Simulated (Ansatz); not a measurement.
**A computed series for BP: response to strain**

Start from BP in the zinc blende structure (space group F-43m, No. 216; a = 4.537 Å).

Strains are applied to the cell and any free atomic positions relax.

Level of theory: plane-wave PAW DFT at the r2SCAN level (Ansatz, a program for electronic structure, 500 eV), no spin-orbit coupling.

```
isotropic strain (%)  pressure (GPa)
--------------------  --------------
-3                              18.4
-2.5                            14.8
-2                                 ?
-1.5                             8.4
-1                               5.4
-0.5                             2.6
0                                0.0
```

### Question
Fit P = P₀ − Bδ + Cδ² with δ = (1 + ε)³ − 1 to the rows shown and predict the withheld row.

### Answer
Least squares on the printed values gives P₀ = 0.0 GPa, B = 166 GPa, C = 501 GPa (largest residual 0.1 GPa); this predicts 11.5 GPa, and the run gives 11.5 GPa, in agreement.

Stability against distortions was not tested.
